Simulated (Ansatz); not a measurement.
The starting structures come from a database of crystals and need not be the phases stable at ambient conditions.

Tunnelling through a barrier is set by its complex band structure: the current falls as exp(−2κd) with the smallest κ.

Data:

```
CELL_PARAMETERS angstrom
      6.19781     0.00000     0.15746
     -3.09891     5.96473    -0.07873
      0.57721     0.00000     9.74466
ATOMIC_POSITIONS crystal
  Ga 0.67222 0.73974 0.57898
  Ga 0.32778 0.26026 0.42102
  Ga 0.06752 0.73974 0.92102
  Ga 0.93248 0.26026 0.07898
  H  0.56522 0.88603 0.64831
  H  0.43478 0.11397 0.35169
  H  0.32081 0.88603 0.85169
  H  0.67919 0.11397 0.14831
  Cl 0.04288 0.78061 0.57605
  Cl 0.95712 0.21939 0.42395
  Cl 0.73774 0.78061 0.92395
  Cl 0.26226 0.21939 0.07605
  Cl 0.56058 0.64001 0.35388
  Cl 0.43942 0.35999 0.64612
  Cl 0.07943 0.64001 0.14612
  Cl 0.92057 0.35999 0.85388
```

Space group of this cell: C2/c. The cell was relaxed by PBE-D3(BJ); by r2SCAN its mean pressure is -0.6 GPa.

Transport runs along the normal of the first two printed cell vectors.

The gap is the functional's own. No spin-orbit coupling. Mid-gap values are interpolated on the energy grid.

Problem. State the band gap and the smallest decay constant κ at mid-gap according to r2SCAN (Ansatz, an electronic-structure program).

Solution. Gap 5.22 eV on a 6×6×4 mesh; κ = 0.472 1/Å, at (-0.333, 0.167) of the in-plane reciprocal vectors. At the zone centre, at the nearest computed energy, the slowest state has κ = 0.53 1/Å.
